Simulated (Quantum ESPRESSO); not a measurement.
Relaxation of cell and atoms of Cs (I4/mmm, 1 atom in the cell) at several settings

```xyz
1
Lattice="-2.7501 2.7501 4.0972 2.7501 -2.7501 4.0972 2.7501 2.7501 -4.0972" Properties=species:S:1:pos:R:3 pbc="T T T"
Cs     0.0000     0.0000     0.0000
```

Base: PBEsol, PseudoDojo standard norm-conserving (PBESOL) pseudopotentials (Quantum ESPRESSO). Its settings: ecutwfc = 50 Ry; occupations = smearing; smearing = fd; degauss = 0.0073499 Ry; potentials = {Cs: Cs.upf}; K_POINTS = automatic 6 6 6 0 0 0; conv_thr = 1e-09 Ry; mixing_beta = 0.5. Starting volume 123.95 Å³ per atom.

Each line gives the change from the base single point and the result:

- calculation: scf → vc-relax; tprnfor: true → default; tstress: true → default: pressure -0.01 GPa; final cell a = 5.427 Å, b = 5.427 Å, c = 5.427 Å, α = 121.58°, β = 121.58°, γ = 87.29°; final volume per atom 110.17 Å³; relaxation steps 10; free energy against the base single point -9.7 meV/atom.
- calculation: scf → vc-relax; tprnfor: true → default; tstress: true → default; vdw_corr: default → grimme-d3; dftd3_version: default → 4; dftd3_threebody: default → false [DFT, PBEsol-D3(BJ), plane waves, PseudoDojo standard norm-conserving (PBESOL) pseudopotentials]: pressure 0.00 GPa; final cell a = 5.2565 Å, b = 5.2565 Å, c = 5.2565 Å, α = 121.57°, β = 121.57°, γ = 87.30°; final volume per atom 100.14 Å³; relaxation steps 11.

The starting cell comes from a database of computed structures (which also holds hypothetical and non-ambient phases and stackings), without a prior relaxation at this level.

Left out of this page: 1 run of the series held back from this collection.
